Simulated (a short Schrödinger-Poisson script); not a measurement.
Stack: MOS inversion layer, SiO2 on p-type GaAs, at 400 K.

```tsv
layer	material	thickness (nm)	Na (cm⁻³)
1	SiO2	3.1	-
2	GaAs	1100	2e17
```

The device is made up for the run: typed textbook-type constants, with dimensions and the other settings drawn at random. SiO2: permittivity 3.9, conduction-band edge (eV) 3.17, gap (eV) 9, electron mass (mₑ) 0.5. GaAs: permittivity 12.9, conduction-band edge (eV) 0, gap (eV) 1.424, Nv at 300 K (cm⁻³) 9e18.

Channel valleys (confinement mass, in-plane density-of-states mass, number): Γ 0.067, 0.067, 1. At the gate the conduction-band edge of layer 1 lies 3.58 eV − eVg above the Fermi level of the channel; the field vanishes at the back. Gaps are held at their typed values at every temperature. Mesh 0.03 nm at interfaces.

Solved with a short Schrödinger-Poisson script written for these runs: 1D Poisson equation in equilibrium, electrons quantum, Hartree plus LDA exchange-correlation (BenDaniel-Duke, 12 states a valley, the channel's in-plane mass for all, wave functions free to enter the dielectric), parabolic valleys, classical holes, full ionisation, no traps, pinning or gate leakage.

At Vg = 2.1 V the centroid of the electrons lies 2.73 nm from the interface.

**Question.** Estimate the gate capacitance as the dielectric in series with that distance, and compare.

**Answer.** The dielectric alone has 1.11 μF/cm²; in series with 2.73 nm of the channel's permittivity, 0.880 μF/cm²; the run gives 0.848 μF/cm². The estimate leaves out the density-of-states capacitance and the centroid's move with voltage. Above a few 1e12 electrons/cm² a light Γ valley is non-parabolic and upper valleys begin to fill, which the model leaves out.
